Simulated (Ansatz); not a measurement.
MoSe₂ (R3m, No. 160, 3 atoms in the cell; start mp-7581; a measured phase of this formula has another space group), treated with LDA in Ansatz (plane waves, PAW).

Numerical settings: plane-wave cutoff 520 eV, 12×12×12 k mesh, Fermi–Dirac smearing 0.01 eV, no spin polarisation, scalar-relativistic PAW data made under PBE.

Cell (relaxed with PBE-D3(BJ)):

```
MoSe2
1.0
    1.64126     0.94758     6.33078
   -1.64126     0.94758     6.33078
    0.00000    -1.89517     6.33078
Mo Se
1 2
Direct
  0.33318   0.33318   0.33318
  0.57860   0.57860   0.57860
  0.75455   0.75455   0.75455
```

Give the computed band gap, smallest direct gap on the k points sampled and direct gap at Γ.


* **band gap**: 0.70 eV
* **smallest direct gap on the k points sampled**: 1.54 eV
* **direct gap at Γ**: 2.98 eV

Note: cell and atoms aren't relaxed at this level (pressure -3.6 GPa).

Spin–orbit coupling is not included.

Static lattice: no zero-point or thermal effects.

The result took very roughly 70 core-seconds.

A start named mp-… is a Materials Project structure, which need not be a measured phase.

Ansatz is a first-principles code.
